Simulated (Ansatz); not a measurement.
Gap of a one-dimensional BaS body, 8 atoms a period at several levels, all on one geometry.

```yaml
crystal:
  lattice:
    - [14.50000, 0.00000, 0.00000]
    - [0.00000, 14.50000, 0.00000]
    - [0.00000, 0.00000, 6.16385]
  atoms:
    - { symbol: Ba, position: [0.39480, 0.39480, 0.00000] }
    - { symbol: S, position: [0.39669, 0.39669, 0.50000] }
    - { symbol: S, position: [0.39669, 0.60331, 0.00000] }
    - { symbol: Ba, position: [0.39480, 0.60520, 0.50000] }
    - { symbol: S, position: [0.60331, 0.39669, 0.00000] }
    - { symbol: Ba, position: [0.60520, 0.39480, 0.50000] }
    - { symbol: Ba, position: [0.60520, 0.60520, 0.00000] }
    - { symbol: S, position: [0.60331, 0.60331, 0.50000] }
```

Levels: PBE (plane waves to 420 eV, PAW; Ansatz, an electronic-structure program); PBE with spin-orbit coupling run with Ansatz; r2SCAN (plane waves to 500 eV, PAW; Ansatz); HSE06 in Ansatz. Unmarked values and the geometry are of the first. Mesh 1×1×50. No spin polarisation. Periodic along z alone, with about 11 Å of vacuum beside it. A hypothetical model. It keeps the symmetry and period of its start, so it need not be a minimum against all distortions. HSE06 ran on a 1×1×3 mesh and at PBE's edge points.

| level | gap (eV) |
|---|---|
| PBE | 2.61 |
| PBE+SOC | 2.62 |
| r2SCAN | 3.19 |
| HSE06 | (withheld) |

Question: Complete the blanks.

Answer: 
- HSE06, gap (eV): 3.39
